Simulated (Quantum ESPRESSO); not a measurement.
Worked example: self-consistent single point of BaW6O18 (P6mm, 25 atoms in the cell) in Quantum ESPRESSO.

Computed with LDA (PZ), GBRV 1.5 ultrasoft (LDA) pseudopotentials (plane waves; Quantum ESPRESSO).

```
Ba(WO3)6
1.0
    7.40244     0.00000     0.00000
   -3.70122     6.41070     0.00000
    0.00000     0.00000     7.62455
Ba W O
1 6 18
Cartesian
  0.00000   0.00000   4.36833
  1.85061   3.20535   5.72970
 -1.85061   3.20535   5.72970
  3.70122   0.00000   5.72970
  1.85061   3.20535   1.90553
 -1.85061   3.20535   1.90553
  3.70122   0.00000   1.90553
  1.85061   3.20535   7.61433
 -1.85061   3.20535   7.61433
  3.70122   0.00000   7.61433
  1.85061   3.20535   3.81967
 -1.85061   3.20535   3.81967
  3.70122   0.00000   3.81967
  3.70122   3.69468   1.92497
 -1.34908   5.05269   1.92497
  2.35214   1.35801   1.92497
  0.00000   2.71602   1.92497
  5.05030   1.35801   1.92497
  1.34908   5.05269   1.92497
  3.70122   3.73052   5.68814
 -1.38011   5.07061   5.68814
  2.32111   1.34009   5.68814
  0.00000   2.68019   5.68814
  5.08133   1.34009   5.68814
  1.38011   5.07061   5.68814
```

Reference input (self-consistent single point, DFT, LDA (PZ), plane waves, GBRV 1.5 ultrasoft (LDA) pseudopotentials): ecutwfc = 40 Ry; ecutrho = 320 Ry; occupations = smearing; smearing = cold; degauss = 0.0073499 Ry; potentials = {Ba: ba_lda_v1.uspp.F.UPF, W: w_lda_v1.2.uspp.F.UPF, O: o_lda_v1.2.uspp.F.UPF}; K_POINTS = automatic 3 3 3 0 0 0; conv_thr = 1e-11 Ry. This run's input differs from it in these lines:

```diff
@@ -16,3 +16,3 @@
     smearing = 'cold'
-    degauss = 0.0073499
+    degauss = 0.002205
 /
@@ -52,3 +52,3 @@
 K_POINTS {automatic}
-3 3 3  0 0 0
+4 4 4  0 0 0
 CELL_PARAMETERS {angstrom}
```

Log, with long lists cut:

```
     Self-consistent Calculation

     iteration #  1     ecut=    40.00 Ry     beta= 0.70

     negative rho (up, down):  4.566E-01 0.000E+00

     total energy              =   -1603.08277047 Ry
     estimated scf accuracy    <       9.84216100 Ry

     iteration #  2     ecut=    40.00 Ry     beta= 0.70

     negative rho (up, down):  4.727E-01 0.000E+00

     total energy              =   -1600.61215856 Ry
     estimated scf accuracy    <      42.13606271 Ry

     iteration #  3     ecut=    40.00 Ry     beta= 0.70

     negative rho (up, down):  4.700E-01 0.000E+00

     total energy              =   -1608.13730046 Ry
     estimated scf accuracy    <       2.60868035 Ry

   [... 13 blocks of this kind left out ...]

     iteration # 17     ecut=    40.00 Ry     beta= 0.70

     negative rho (up, down):  4.683E-01 0.000E+00

     total energy              =   -1608.43349728 Ry
     estimated scf accuracy    <          3.7E-11 Ry

     iteration # 18     ecut=    40.00 Ry     beta= 0.70

     negative rho (up, down):  4.683E-01 0.000E+00
     End of self-consistent calculation

     the Fermi energy is     8.4169 ev

!    total energy              =   -1608.43349728 Ry
     estimated scf accuracy    <          1.3E-12 Ry
     smearing contrib. (-TS)   =      -0.00013896 Ry
     internal energy E=F+TS    =   -1608.43335833 Ry

     convergence has been achieved in  18 iterations

     negative rho (up, down):  4.683E-01 0.000E+00

     Forces acting on atoms (cartesian axes, Ry/au):

     atom    1 type  1   force =    -0.00000000    0.00000000    0.01038420
     atom    2 type  2   force =     0.00000000    0.00000000   -0.00394788
     atom    3 type  2   force =     0.00000000    0.00000000   -0.00394788
     atom    4 type  2   force =    -0.00000000   -0.00000000   -0.00394788
     atom    5 type  2   force =     0.00000000    0.00000000    0.00195523
   [... lines left out ...]
     Total force =     0.027353     Total SCF correction =     0.000005
   [... lines left out ...]

     negative rho (up, down):  4.683E-01 0.000E+00
          total   stress  (Ry/bohr**3)                   (kbar)     P=      -51.86
  -0.00035296   0.00000000   0.00000000          -51.92        0.00        0.00
   0.00000000  -0.00035296   0.00000000            0.00      -51.92        0.00
   0.00000000   0.00000000  -0.00035175            0.00        0.00      -51.74

   JOB DONE.
```

The run converged in 18 iterations. Against the reference run the free energy falls by 8.3 meV/atom, the pressure goes from -5.05 to -5.19 GPa and the largest force moves little (0.274 to 0.267 eV/Å).

The starting cell comes from a database of computed structures (which also holds hypothetical and non-ambient phases and stackings), without a prior relaxation at this level. Spin polarisation is off. With a pressure of about -5 GPa the cell is away from its equilibrium volume at this level.

Cost on one core of a shared machine: roughly 10 min.
